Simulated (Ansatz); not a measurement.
We consider Bi2SiO5 (model structure, Cmcm, No. 63, 16 atoms in the cell), described by LDA (PAW; Ansatz, a quantum-chemistry and plane-wave program).

Numerical settings: plane-wave cutoff 520 eV, 8×8×6 k mesh (along the axes of the cell as run), Fermi–Dirac smearing 0.01 eV, scalar-relativistic PAW data made under PBE.

Cell (relaxed with PBEsol):

```cif
data_Bi4O10Si2
_chemical_formula_sum 'Si2 Bi4 O10'
_space_group_name_H-M_alt 'P 1'
_space_group_IT_number 1
_cell_length_a 8.01749
_cell_length_b 8.01749
_cell_length_c 5.29091
_cell_angle_alpha 90.000
_cell_angle_beta 90.000
_cell_angle_gamma 40.022
loop_
_space_group_symop_operation_xyz
  'x, y, z'
loop_
_atom_site_label
_atom_site_type_symbol
_atom_site_fract_x
_atom_site_fract_y
_atom_site_fract_z
_atom_site_occupancy
Si1 Si 0.68233 0.31767 0.75000 1
Si2 Si 0.31767 0.68233 0.25000 1
Bi1 Bi 0.61578 0.05426 0.25000 1
Bi2 Bi 0.38422 0.94574 0.75000 1
Bi3 Bi 0.94574 0.38422 0.25000 1
Bi4 Bi 0.05426 0.61578 0.75000 1
O1 O 0.25108 0.25108 0.00000 1
O2 O 0.74892 0.74892 0.50000 1
O3 O 0.74892 0.74892 0.00000 1
O4 O 0.25108 0.25108 0.50000 1
O5 O 0.73409 0.07956 0.75000 1
O6 O 0.26591 0.92044 0.25000 1
O7 O 0.92044 0.26591 0.75000 1
O8 O 0.07956 0.73409 0.25000 1
O9 O 0.50000 0.50000 0.00000 1
O10 O 0.50000 0.50000 0.50000 1
```

**Question.** Predict the band gap and smallest direct gap on the k points sampled.

**Answer.** 
- band gap = 2.59 eV
- smallest direct gap on the k points sampled = 2.72 eV

Note: the relaxation could raise the start's symmetry but not lower it, so the cell can be a saddle point; cell and atoms aren't relaxed at this level (largest force component 0.22 eV/Å, pressure -4.3 GPa).

Spin–orbit coupling is not included; with these elements it can move the gap by several tenths of an eV or more.

Static lattice: no zero-point or thermal effects.

A model structure was made by putting elements into a prototype or built by hand; it is no filed structure, need not be a known phase, and can be a saddle point held by its symmetry.
